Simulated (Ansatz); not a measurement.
Point defect H interstitial started on As in zinc-blende BAs

Computed with PBE, PAW (plane waves to 420 eV; Ansatz, a program for electronic structure). Cell: 64 sites, 2×2×2; final energies on a 2×2×2 shifted mesh. Site at the start: bound to As, open side. Charged cells carry a point-charge image correction with potential alignment at far atoms. Dielectric constants: PBE linear response of the host. Host gap at this level: 1.20 eV. A cell of this size leaves errors of a few tenths of an eV. PBE underestimates the host's gap, which shifts levels and can delocalise carriers. Spin–orbit coupling is left out. Each state is the lowest found from its start.

The name describes the start; the neighbours show where the added atom ended.

```tsv
charge	moment (μB)	largest move off a lattice site (Å)	neighbours of the added atom at the end (Å)	image correction with alignment (eV)
+1	not spin-polarised	0.39	B 1.26, As 1.62, As 2.38, B 2.61, As 2.64, B 2.79, As 2.81	0.21
0	1.0	0.53	B 1.21, As 1.75, As 2.57, As 2.57, As 2.57	0.00
−1	not spin-polarised	0.74	B 1.18, As 1.93, As 2.58, As 2.58, As 2.58	0.15
```

No other site or start that was run ended lower by more than 0.1 eV.

Transition levels above the valence-band maximum: ε(+1/0) = 0.35 eV; ε(0/−1) = 1.05 eV. On the lower envelope of the bound states, inside the gap: (+1/0) at 0.35 eV; (0/−1) at 1.05 eV.

Flagged in the runs: a doubtful potential alignment, a strain field that reaches the edge of the cell.
